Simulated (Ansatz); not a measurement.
Start from ZnCu₂SnS₄ (space group I-4, No. 82).

```
ZnCu2SnS4
1.0
   -2.73414     2.73414     5.46751
    2.73414    -2.73414     5.46751
    2.73414     2.73414    -5.46751
Cu Zn Sn S
2 1 1 4
Direct
  0.00000   0.00000   0.00000
  0.75000   0.25000   0.50000
  0.25000   0.75000   0.50000
  0.50000   0.50000   0.00000
  0.37106   0.89568   0.00795
  0.10432   0.11226   0.47538
  0.88774   0.36311   0.99205
  0.63689   0.62894   0.52462
```

Computed with Ansatz (an electronic-structure program), PBE, PAW, cutoff 420 eV, no SOC.

Base values:

The valley order is Γ 0.05 eV; X (0, 0, 1/2) 0.47 eV.

The change: the cell is scaled by 1.0075 in all directions, atoms relaxed at fixed cell.

Q: How does this affect the valley order?

A: The valley order (the lowest conduction-band minima on the path, energy above the VBM, named in the base's zone) changes from Γ 0.05 eV; X (0, 0, 1/2) 0.47 eV to Γ 0.01 eV; X (0, 0, 1/2) 0.44 eV.

The cells carry an imposed strain or load. Whether these cells are dynamically stable was not tested. The final runs are not spin-polarised.
